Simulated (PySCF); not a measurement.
PySCF 2.14.0, BP86/def2-svpd, df: isocyanic acid (N=C=O), 4 atoms. The geometry is a generated start, not checked to be a minimum at this level.

```
Item                          Result
-------------------  ---------------
task                          energy
method                          bp86
basis                      def2-svpd
two-electron scheme  density fitting
mol.max_memory               3000 MB
mf.max_cycle                     100
mf.init_guess        minao (default)
mf.DIIS              CDIIS (default)
mf.diis_space            8 (default)
mf.conv_tol          1e-09 (default)
mf.grids.level           3 (default)
basis functions                   71
grid points                    51912
```

```xyz
4

N     -0.6594     0.2569     0.0821
C      0.4733    -0.0149    -0.1705
O      1.5639    -0.0837    -0.5402
H     -1.3777    -0.1582     0.6285
```

One run each on 2 threads, 1 BLAS thread. Values of level_shift (Hartree) tried: 0 (default), 0.1, 0.3, 1.

Problem. Which value of level_shift (Hartree) needs the fewest Fock builds, and what happens away from it?

Solution. Fewest Fock builds, within one of each other: 0 (default) with 12, 0.1 with 12. The count rises to 30 at 1. All converge to one solution.

```
level_shift (Hartree)  Fock builds            end
---------------------  -----------  -------------
0 (default)                     12  same solution
0.1                             12  same solution
0.3                             15  same solution
1                               30  same solution
```
